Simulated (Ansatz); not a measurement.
**Competing hops of interstitial Li in silicon, charge state +1**

System: interstitial Li in silicon (charge state +1). Method: PBE, PAW (plane waves to 420 eV; Ansatz, a quantum-chemistry and plane-wave program).

Cell of 64 host sites held at the relaxed PBE lattice; a 2×2×2 k-point mesh shifted by half a step; Fermi-Dirac width 0.01 eV, spin-restricted; finite-size errors left in. Static, classical nuclei. The charge state is imposed; whether it is stable for some Fermi level was not computed. Sites that were not tried may lie lower.

Barriers: single points on a 3×3×3 k-point mesh shifted by half a step at the bands' geometries.

```
Route                           Start site over the lowest site run (eV)  Hop (Å)  Forward barrier (eV)  Backward barrier (eV)       Neighbours at the start  Neighbours at the saddle                        Saddle order  Forward, on the band's own sampling (eV)…
------------------------------  ----------------------------------------  -------  --------------------  ---------------------  ----------------------------  ------------------------  ----------------------------------  ----------------------------------------…
Li moves alone to another site                                      0.00     2.36                  0.60                   0.60  4 Si at 2.45, 6 Si at 2.75 Å            6 Si at 2.37 Å  not checked, on a symmetry element                                      0.60…
```

Paths come from CI-NEB runs.  A band can be held on a symmetry element, so unchecked saddle points there may be too high.

The whole set of runs took roughly 1.3 core-hours.
